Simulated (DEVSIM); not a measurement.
System: Ni/Si3N4/SiO2/n-Si capacitor, at 300 K.

```
layer (left to right)  material  thickness (nm)  Nd (cm⁻³)
---------------------  --------  --------------  ---------
1                         Si3N4            10.0          -
2                          SiO2           0.500          -
3                            Si             740       6e17
```

Metal gate on the left, work function 5.1 eV. Fixed charge at the semiconductor interface 0 cm⁻² (in units of +e); no interface traps.

Constants are typed, rounded textbook-type inputs, not results; the design itself was drawn at random and stands for no fabricated device. Values at 300 K.

```csv
parameter,Si3N4,SiO2,Si
gap (eV),5.1,9,1.124
affinity (eV),2.1,0.9,4.05
permittivity,7.5,3.9,11.7
Nc (cm⁻³),-,-,2.86e19
Nv (cm⁻³),-,-,3.1e19
```

Simulated with DEVSIM: 1D Poisson equation in equilibrium, Boltzmann statistics, complete ionisation; no quantum confinement or tunnelling. Metal contacts follow the ideal Schottky-Mott rule: no Fermi-level pinning, no interface dipoles.

The Si3N4 thickness was swept, all else fixed.

| Si3N4 thickness (μm) | minimum of the low-frequency capacitance (μF/cm²) | threshold voltage (band bending 2φF) (V) | capacitance of the dielectric stack (μF/cm²) |
|---|---|---|---|
| 0.004 | 0.217 | -0.29 | 1.34 |
| 0.0055 | 0.207 | -0.39 | 1.03 |
| 0.007 | 0.197 | -0.49 | 0.834 |
| 0.0085 | 0.188 | -0.58 | 0.702 |
| 0.01 | (withheld) | (withheld) | 0.606 |
| 0.012 | 0.171 | -0.81 | 0.512 |

**Question.** Complete the blanks.

**Answer.** 
- 0.01, minimum of the low-frequency capacitance (μF/cm²): 0.180
- 0.01, threshold voltage (band bending 2φF) (V): -0.68
